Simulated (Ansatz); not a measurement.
What uniaxial strain ε_xx = −3.00 % does to Sc

Start from Sc in the hcp (Mg type) structure (space group P6_3/mmc, No. 194; a = 3.275 Å, c = 5.105 Å; relaxed with 0.1 eV smearing). Axes: x lies along a and z along c of the hexagonal cell.

Perturbation: uniaxial strain ε_xx = −3.00 %, all other strain components held at zero, atoms relaxed at fixed cell.

Calculations: PBEsol (Ansatz, a program for electronic structure), spin-orbit coupling left out. Settings: 20×20×12 k-points, 0.1 eV Fermi–Dirac smearing.

The volume per atom falls by 0.71 Å³, from 23.71 Å³ to 23.00 Å³ and the space group goes from P6_3/mmc (No. 194) to Cmcm (No. 63). The shortest interatomic distance shrinks by 0.041 bohr, from 6.003 bohr to 5.962 bohr and the energy goes up by 7.3 meV/atom. The pressure (mean of the normal stresses, compression positive) goes from zero to 1.9 GPa and the band gap is still zero. The largest internal atomic displacement comes out as 0.018 Å and the stress (xx, yy, zz, yz, xz, xy; compression positive) is (3.4, 1.2, 1.0, 0.0, 0.0, 0.0) GPa.

Final structure:

```
Sc
1.0
    3.17709     0.00000     0.00000
   -1.58855     2.83654     0.00000
    0.00000     0.00000     5.10512
Sc
2
Direct
  0.66343   0.32686   0.25000
  0.33657   0.67314   0.75000
```

No phonon test of stability was made. All final runs are without spin polarisation.
